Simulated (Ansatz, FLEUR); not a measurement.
An Ansatz (a program for electronic structure) input for a self-consistent single point of MgAl2C2 (P-3m1, 5 atoms in the cell) (DFT, PBEsol, plane waves, default PAW files made with PBE):

Ansatz 0.2 input:
```yaml
crystal:
  lattice:
    - [3.279973, 0.000000, 0.000000]
    - [-1.639986, 2.840540, 0.000000]
    - [0.000000, 0.000000, 5.633622]
  atoms:
    - { symbol: Mg, position: [0.000000, 0.000000, 0.000000] }
    - { symbol: Al, position: [0.666667, 0.333333, 0.350010] }
    - { symbol: Al, position: [0.333333, 0.666667, 0.649990] }
    - { symbol: C, position: [0.333333, 0.666667, 0.270080] }
    - { symbol: C, position: [0.666667, 0.333333, 0.729920] }
basis:
  ecutwfc: 30.9 Ry
kpoints:
  mp_grid: { grid: [8, 8, 4] }
hamiltonian:
  xc: pbesol
  pseudopotentials: { kind: paw }
scf:
  occupations: { method: fixed }
output:
  forces: true
  eigenvalues: true
  stress: true
```

Question: Write the same calculation as an input for FLEUR.

Answer: One input that does it (others would too):

Input of the input generator:

```
Mg(AlC)2 FLAPW
&input film=f /
6.1982507297 -0.0000004872 0.0000000000
-3.0991249430 5.3678428346 0.0000000000
0.0000000000 0.0000000000 10.6460026697
1.0
1.0 1.0 1.0

5
12 0.0000000000 0.0000000000 -0.0000000000
13 0.6666666667 0.3333333333 0.3500100000
13 0.3333333333 0.6666666667 0.6499900000
6 0.3333333333 0.6666666667 0.2700800000
6 0.6666666667 0.3333333333 0.7299200000

&comp jspins=1 /
&exco xctyp='PBEs' /
&kpt div1=8 div2=8 div3=4 gamma=t /
&end /
```

```xml
<?xml version="1.0" encoding="UTF-8" standalone="no"?>
<fleurInput fleurInputVersion="0.39">
   <comment>
      Mg(AlC)2 FLAPW                                                                                      
   </comment>
   <calculationSetup>
      <cutoffs Kmax="4.3" Gmax="12.9" GmaxXC="12.9" numbands="0"/>
      <scfLoop itmax="80" minDistance="0.00001" maxIterBroyd="99" imix="Anderson" alpha="0.05" precondParam="0.0" spinf="2.0"/>
      <coreElectrons ctail="T" frcor="F" kcrel="0" coretail_lmax="0"/>
      <xcFunctional name="PBEs" relativisticCorrections="F"/>
      <magnetism jspins="1"/>
      <soc l_soc="F" theta="0.0" phi="0.0" spav="F"/>
      <expertModes spex="0" secvar="F"/>
      <geometryOptimization l_f="T" forcealpha="1.0" forcemix="BFGS" epsdisp="0.00001" epsforce="0.00001"/>
      <ldaU l_linMix="F" mixParam="0.05" spinf="1.0"/>
   </calculationSetup>
   <cell>
      <bzIntegration valenceElectrons="24.0" mode="hist" fermiSmearingEnergy="0.0001">
         <kPointListSelection listName="default-1"/>
         <!-- k-points included here -->
         <xi:include xmlns:xi="http://www.w3.org/2001/XInclude" href="kpts.xml"> </xi:include>
      </bzIntegration>
      <!-- symmetry operations included here -->
      <xi:include xmlns:xi="http://www.w3.org/2001/XInclude" href="sym.xml"> </xi:include>
      <bulkLattice scale="1.0">
         <bravaisMatrix>
            <row-1>    6.1982507296999998    -0.0000004872000000     0.0000000000000000</row-1>
            <row-2>   -3.0991249430000001     5.3678428346000002     0.0000000000000000</row-2>
            <row-3>    0.0000000000000000     0.0000000000000000    10.6460026696999996</row-3>
         </bravaisMatrix>
      </bulkLattice>
   </cell>
   <atomSpecies>
      <species name="Magnesium (Mg)" element="Mg" atomicNumber="12">
         <mtSphere radius="2.68" gridPoints="925" logIncrement="0.013"/>
         <atomicCutoffs lmax="10" lnonsphr="8"/>
         <electronConfig flipSpins="F">
            <coreConfig>(1s1/2)</coreConfig>
            <valenceConfig>(2s1/2) (2p1/2) (2p3/2) (3s1/2)</valenceConfig>
         </electronConfig>
         <energyParameters s="3" p="3" d="3" f="4"/>
         <lo type="SCLO" l="0" n="2" eDeriv="0"/>
         <lo type="SCLO" l="1" n="2" eDeriv="0"/>
      </species>
      <species name="Aluminum (Al)" element="Al" atomicNumber="13">
         <mtSphere radius="1.88" gridPoints="649" logIncrement="0.017"/>
         <atomicCutoffs lmax="8" lnonsphr="6"/>
         <electronConfig flipSpins="F">
            <coreConfig>(1s1/2) (2s1/2) (2p1/2) (2p3/2)</coreConfig>
            <valenceConfig>(3s1/2) (3p1/2) (3p3/2)</valenceConfig>
            <stateOccupation state="(3p1/2)" spinUp="0.1666666666667" spinDown="0.1666666666667"/>
            <stateOccupation state="(3p3/2)" spinUp="0.3333333333333" spinDown="0.3333333333333"/>
         </electronConfig>
         <energyParameters s="3" p="3" d="3" f="4"/>
      </species>
      <species name="Carbon (C)" element="C" atomicNumber="6">
         <mtSphere radius="1.63" gridPoints="563" logIncrement="0.018"/>
         <atomicCutoffs lmax="6" lnonsphr="4"/>
         <electronConfig flipSpins="F">
            <coreConfig>(1s1/2)</coreConfig>
            <valenceConfig>(2s1/2) (2p1/2) (2p3/2)</valenceConfig>
            <stateOccupation state="(2p1/2)" spinUp="0.3333333333333" spinDown="0.3333333333333"/>
            <stateOccupation state="(2p3/2)" spinUp="0.6666666666667" spinDown="0.6666666666667"/>
         </electronConfig>
         <energyParameters s="2" p="2" d="3" f="4"/>
      </species>
   </atomSpecies>
   <atomGroups>
      <atomGroup species="Magnesium (Mg)">
         <relPos label="                   1">.0000000000 .0000000000 .0000000000</relPos>
         <force calculate="T" relaxXYZ="TTT"/>
      </atomGroup>
      <atomGroup species="Aluminum (Al)">
         <relPos label="                   2">-1.000/3.000 1.000/3.000 .3500100000</relPos>
         <relPos label="                   3">1.000/3.000 -1.000/3.000 -.3500100000</relPos>
         <force calculate="T" relaxXYZ="TTT"/>
      </atomGroup>
      <atomGroup species="Carbon (C)">
         <relPos label="                   4">1.000/3.000 -1.000/3.000 .2700800000</relPos>
         <relPos label="                   5">-1.000/3.000 1.000/3.000 -.2700800000</relPos>
         <force calculate="T" relaxXYZ="TTT"/>
      </atomGroup>
   </atomGroups>
   <output dos="F" band="F" slice="F">
      <checks vchk="F" cdinf="F"/>
      <bandDOS minEnergy="-.5*Htr" maxEnergy="0.5*Htr" sigma="0.015" storeEVData="T"/>
      <vacuumDOS vacdos="F" integ="F" star="F" nstars="0" locx1="0.0" locy1="0.0" locx2="0.0" locy2="0.0" nstm="0" tworkf="0.0"/>
      <unfoldingBand unfoldBand="F" supercellX="1" supercellY="1" supercellZ="1"/>
      <plotting iplot="0" polar="F">
         <plot TwoD="T" vec1="  1.0  0.0  0.0" vec2="  0.0  1.0  0.0" vec3="  0.0  0.0  1.0" zero="  0.0  0.0  0.0" file="plot"/>
      </plotting>
      <chargeDensitySlicing numkpt="0" minEigenval="0.0" maxEigenval="0.0" nnne="0" pallst="F"/>
      <specialOutput eonly="F"/>
      <magneticCircularDichroism mcd="F" energyLo="-10.0" energyUp="0.0"/>
   </output>
  <!-- We include the file relax.xml here to enable relaxations (see documentation) -->
  <xi:include xmlns:xi="http://www.w3.org/2001/XInclude" href="relax.xml"> <xi:fallback/> </xi:include>
</fleurInput>
```

Basis, cutoffs, solver keys and any potentials are the target program's own. This input uses DFT, PBEsol, all-electron FLAPW (FLEUR), scalar-relativistic valence.

The starting cell comes from a database of computed structures (which also holds hypothetical and non-ambient phases and stackings), without a prior relaxation at this level. Its lattice was rescaled by a random factor within 2.5 % of one. For this run, on top of that: lattice scaled by 0.98.
